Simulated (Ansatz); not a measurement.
# AlN (model structure, started from the GeS type, Fm-3m, No. 225, 8 atoms in the cell; like a known high-pressure phase)

Method: r²SCAN (plane waves, PAW; Ansatz, an electronic-structure program).

Settings: plane-wave cutoff 560 eV, 8×20×16 k mesh (along the axes of the cell as run), Fermi–Dirac smearing 0.05 eV, scalar-relativistic PAW data made under PBE.

Cell (relaxed at this level):

```
AlN
1.0
    8.07538     0.00000     0.00000
    0.00000     2.85510     0.00000
    0.00000     0.00000     2.85510
Al N
4 4
Cartesian
  1.00942   0.71378   0.71378
  3.02827   2.14133   2.14133
  7.06596   2.14133   2.14132
  5.04711   0.71378   0.71377
  7.06596   0.71378   0.71377
  5.04711   2.14133  -0.71378
  1.00942   2.14133   2.14133
  3.02827   0.71378   3.56888
```

| Property | Value |
|---|---|
| band gap | 5.52 eV (on the SCF k mesh) |

The computed numbers hold no vibrational or temperature effects.

A model structure was made by putting elements into a prototype or built by hand; it is no filed structure, need not be a known phase, and can be a saddle point held by its symmetry.
